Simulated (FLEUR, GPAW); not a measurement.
A FLEUR input for a self-consistent single point of AuAl2 (Fm-3m, 3 atoms in the cell) (DFT, LDA (Perdew-Zunger), all-electron FLAPW (FLEUR), scalar-relativistic valence):

Input of the input generator:

```
AuAl2
&input film=f /
-0.0000000000 5.5444564497 5.5444564497
5.5444564497 -0.0000000000 5.5444564497
5.5444564497 5.5444564497 -0.0000000000
1.0
1.0 1.0 1.0

3
13 0.2500000000 0.2500000000 0.2500000000
13 0.7500000000 0.7500000000 0.7500000000
79 0.0000000000 0.0000000000 0.0000000000

&comp jspins=1 /
&exco xctyp='pz' /
&kpt div1=13 div2=13 div3=13 /
&end /
```

```xml
<?xml version="1.0" encoding="UTF-8" standalone="no"?>
<fleurInput fleurInputVersion="0.39">
   <comment>
      AuAl2                                                                                               
   </comment>
   <calculationSetup>
      <cutoffs Kmax="4.6" Gmax="13.8" GmaxXC="13.8" numbands="0"/>
      <scfLoop itmax="80" minDistance="0.00001" maxIterBroyd="25" imix="Anderson" alpha="0.05" precondParam="0.0" spinf="2.0"/>
      <coreElectrons ctail="T" frcor="F" kcrel="0" coretail_lmax="0"/>
      <xcFunctional name="pz" relativisticCorrections="F"/>
      <magnetism jspins="1"/>
      <soc l_soc="F" theta="0.0" phi="0.0" spav="F"/>
      <expertModes spex="0" secvar="F"/>
      <geometryOptimization l_f="T" forcealpha="1.0" forcemix="BFGS" epsdisp="0.00001" epsforce="0.00001"/>
      <ldaU l_linMix="F" mixParam="0.05" spinf="1.0"/>
   </calculationSetup>
   <cell>
      <bzIntegration valenceElectrons="23.0" mode="gauss" fermiSmearingEnergy="0.00183747">
         <kPointListSelection listName="default-1"/>
         <!-- k-points included here -->
         <xi:include xmlns:xi="http://www.w3.org/2001/XInclude" href="kpts.xml"> </xi:include>
      </bzIntegration>
      <!-- symmetry operations included here -->
      <xi:include xmlns:xi="http://www.w3.org/2001/XInclude" href="sym.xml"> </xi:include>
      <bulkLattice scale="1.0">
         <bravaisMatrix>
            <row-1>    0.0000000000000000     5.5444564497000002     5.5444564497000002</row-1>
            <row-2>    5.5444564497000002     0.0000000000000000     5.5444564497000002</row-2>
            <row-3>    5.5444564497000002     5.5444564497000002     0.0000000000000000</row-3>
         </bravaisMatrix>
      </bulkLattice>
   </cell>
   <atomSpecies>
      <species name="Aluminum (Al)" element="Al" atomicNumber="13">
         <mtSphere radius="1.73" gridPoints="613" logIncrement="0.018"/>
         <atomicCutoffs lmax="8" lnonsphr="6"/>
         <electronConfig flipSpins="F">
            <coreConfig>(1s1/2) (2s1/2) (2p1/2) (2p3/2)</coreConfig>
            <valenceConfig>(3s1/2) (3p1/2) (3p3/2)</valenceConfig>
            <stateOccupation state="(3p1/2)" spinUp="0.1666666666667" spinDown="0.1666666666667"/>
            <stateOccupation state="(3p3/2)" spinUp="0.3333333333333" spinDown="0.3333333333333"/>
         </electronConfig>
         <energyParameters s="3" p="3" d="3" f="4"/>
      </species>
      <species name="Gold (Au)" element="Au" atomicNumber="79">
         <mtSphere radius="2.63" gridPoints="925" logIncrement="0.015"/>
         <atomicCutoffs lmax="10" lnonsphr="8"/>
         <electronConfig flipSpins="F">
            <coreConfig>(1s1/2) (2s1/2) (2p1/2) (2p3/2) (3s1/2) (3p1/2) (3p3/2) (4s1/2) (3d3/2) (3d5/2) (4p1/2) (4p3/2) (5s1/2) (4d3/2) (4d5/2) (4f5/2) (4f7/2)</coreConfig>
            <valenceConfig>(5p1/2) (5p3/2) (6s1/2) (5d3/2) (5d5/2)</valenceConfig>
            <stateOccupation state="(6s1/2)" spinUp="0.5" spinDown="0.5"/>
         </electronConfig>
         <energyParameters s="6" p="6" d="5" f="5"/>
         <lo type="SCLO" l="1" n="5" eDeriv="0"/>
      </species>
   </atomSpecies>
   <atomGroups>
      <atomGroup species="Aluminum (Al)">
         <relPos label="                   1">1.000/4.000 1.000/4.000 1.000/4.000</relPos>
         <relPos label="                   2">-1.000/4.000 -1.000/4.000 -1.000/4.000</relPos>
         <force calculate="T" relaxXYZ="TTT"/>
      </atomGroup>
      <atomGroup species="Gold (Au)">
         <relPos label="                   3">.0000000000 .0000000000 .0000000000</relPos>
         <force calculate="T" relaxXYZ="TTT"/>
      </atomGroup>
   </atomGroups>
   <output dos="F" band="F" slice="F">
      <checks vchk="F" cdinf="F"/>
      <bandDOS minEnergy="-.5*Htr" maxEnergy="0.5*Htr" sigma="0.015" storeEVData="T"/>
      <vacuumDOS vacdos="F" integ="F" star="F" nstars="0" locx1="0.0" locy1="0.0" locx2="0.0" locy2="0.0" nstm="0" tworkf="0.0"/>
      <unfoldingBand unfoldBand="F" supercellX="1" supercellY="1" supercellZ="1"/>
      <plotting iplot="0" polar="F">
         <plot TwoD="T" vec1="  1.0  0.0  0.0" vec2="  0.0  1.0  0.0" vec3="  0.0  0.0  1.0" zero="  0.0  0.0  0.0" file="plot"/>
      </plotting>
      <chargeDensitySlicing numkpt="0" minEigenval="0.0" maxEigenval="0.0" nnne="0" pallst="F"/>
      <specialOutput eonly="F"/>
      <magneticCircularDichroism mcd="F" energyLo="-10.0" energyUp="0.0"/>
   </output>
  <!-- We include the file relax.xml here to enable relaxations (see documentation) -->
  <xi:include xmlns:xi="http://www.w3.org/2001/XInclude" href="relax.xml"> <xi:fallback/> </xi:include>
</fleurInput>
```

Problem. Write the same calculation as an input for GPAW.

Solution. One input that does it (others would too):

```python
from ase import Atoms
from ase.units import GPa
from gpaw import GPAW, PW

atoms = Atoms(['Al', 'Al', 'Au'],
              cell=[[0.000000, 2.934000, 2.934000],
                    [2.934000, 0.000000, 2.934000],
                    [2.934000, 2.934000, 0.000000]],
              scaled_positions=[[0.250000, 0.250000, 0.250000],
                                [0.750000, 0.750000, 0.750000],
                                [0.000000, 0.000000, 0.000000]],
              pbc=True)

calc = GPAW(mode=PW(550),
            xc='LDA',
            kpts=(13, 13, 13),
            occupations={'name': 'methfessel-paxton', 'width': 0.05, 'order': 0},
            nbands=-11,
            convergence={'density': 1e-05},
            symmetry={'symmorphic': False, 'tolerance': 0.0005},
            maxiter=120)

atoms.calc = calc

energy = atoms.get_potential_energy()
print('Energy (eV):', round(energy, 6))
forces = atoms.get_forces()
print('Forces (eV/Ang):')
print(forces.round(5))
stress = atoms.get_stress()
print('Stress (GPa, Voigt):', (stress / GPa).round(4))
```

Basis settings and potentials, where a program has them, do not carry over. This input uses DFT LDA (Perdew-Wang 92), plane waves, GPAW PAW datasets LDA (gpaw-data 1.0.1). LDA parametrisations can differ slightly between programs.

The starting cell has typed, rounded lattice constants, without a prior relaxation at this level. Its lattice was rescaled by a random factor within 2.5 % of one.
